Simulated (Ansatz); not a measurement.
Defect: interstitial O in monoclinic HfO2, neutral cell. The step: a concerted move, in which O travels most; the atom moves 2.56 Å along (0.05, 0.45, -0.17) of the unit cell; the moving atom starts with neighbours Hf at 2.17; O at 1.49 Å and ends with Hf at 2.17; O at 1.49 Å. DFT values are from Ansatz (plane-wave PAW, 420 eV unless said) in a cell of 96 host sites, spin-restricted, static, with no finite-size correction. The charge state is imposed; whether it is stable for some Fermi level was not computed. Sites that were not tried may lie lower. For the PBE band: the saddle point's order was not checked, and it lies on a symmetry element of the cell, where a band can be held.

| Level | Forward barrier (eV) | Cost of the band or of the saddle's single point |
|---|---|---|
| PBE, the Γ point alone, band relaxed | 0.65 | roughly 50 core-minutes |
| PBE, a 2×2×2 k-point mesh shifted by half a step, same geometries | 0.64 | about 7 core-minutes (a rough figure) |
| r2SCAN at 500 eV, the Γ point alone, same geometries | … | around 110 core-seconds (rough) |

What belongs in the gaps?


- r2SCAN at 500 eV, the Γ point alone, same geometries, Forward barrier (eV): 0.76

Ansatz is a program for electronic structure.
